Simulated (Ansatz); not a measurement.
# WS2 under a change: holes 2.0×10^21 cm⁻³

Start from WS2 (space group P6_3/mmc, No. 194; a = 3.154 Å, c = 12.141 Å; layered, stacked along the Cartesian z axis).

The change: hole doping at 2.0×10^21 cm⁻³ (0.209 per cell), with a uniform compensating background at fixed cell and a 300 K Fermi–Dirac width.

Computed with PBE-D3(BJ), PAW, 420 eV (Ansatz, a program for electronic structure; scalar-relativistic without spin-orbit coupling). Γ-centred 17×17×4 mesh, Fermi–Dirac width 0.0259 eV.

The gap between the host's bands grows by 0.03 eV, from 0.88 eV to 0.91 eV and the gap character remains indirect, Γ → K–Γ (47 % along). The Fermi level relative to the doped band's edge (positive inside the band; to 0.05 eV) comes out as +0.70 eV.

Final structure:

```yaml
crystal:
  lattice:
    - [3.15405, 0.00000, 0.00000]
    - [-1.57702, 2.73148, 0.00000]
    - [0.00000, 0.00000, 12.14146]
  atoms:
    - { symbol: W, position: [0.33333, 0.66667, 0.25000] }
    - { symbol: W, position: [0.66667, 0.33333, 0.75000] }
    - { symbol: S, position: [0.33333, 0.66667, 0.62060] }
    - { symbol: S, position: [0.66667, 0.33333, 0.12060] }
    - { symbol: S, position: [0.66667, 0.33333, 0.37940] }
    - { symbol: S, position: [0.33333, 0.66667, 0.87940] }
```
Cell charge +0.209203.

Carriers are added with a uniform compensating background; total energy and stress of such cells depend on the potential's zero and are not compared; many-body gap narrowing is missing at this level. Spin-orbit coupling, missing from the scalar runs, can matter with W. Whether these cells are dynamically stable was not tested.
